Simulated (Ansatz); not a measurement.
Start from BP in the zinc blende structure (space group F-43m, No. 216; a = 4.520 Å).

The values are results of PBEsol/PAW in Ansatz (a quantum-chemistry and plane-wave program), spin-orbit coupling left out, not measurements.

Before the change:

```
Quantity                                            Value
-----------------------------  --------------------------
Density                                        3.01 g/cm³
Band gap                                          1.11 eV
Smallest direct gap                               3.38 eV
Width of the top valence band                     5.60 eV
Hole mass                      0.25, 0.25, 0.34 mₑ (at Γ)
```

The change: a hydrostatic pressure of 2.1 GPa.

### Question
Estimate the effect on the density.

### Answer
The density rises by 0.037 g/cm³ (3.01 g/cm³ → 3.04 g/cm³).

### Question
Predict the new band gap.

### Answer
The band gap falls by 0.017 eV (1.11 eV → 1.10 eV).

### Question
What happens to the smallest direct gap?

### Answer
The smallest direct gap increases by 0.02 eV, from 3.38 eV to 3.40 eV.

### Question
Estimate the effect on the width of the top valence band.

### Answer
The width of the top valence band grows by 0.07 eV (5.60 eV → 5.67 eV).

### Question
Predict the new hole mass.

### Answer
The hole mass (degenerate bands, along [100]) changes from 0.25, 0.25, 0.34 mₑ (at Γ) to 0.25, 0.25, 0.35 mₑ (at Γ).

Load acts through the strain it causes; cell and atoms are relaxed under it. Effective masses come from finite differences of ±0.01 Å⁻¹. Stability against distortions was not tested.
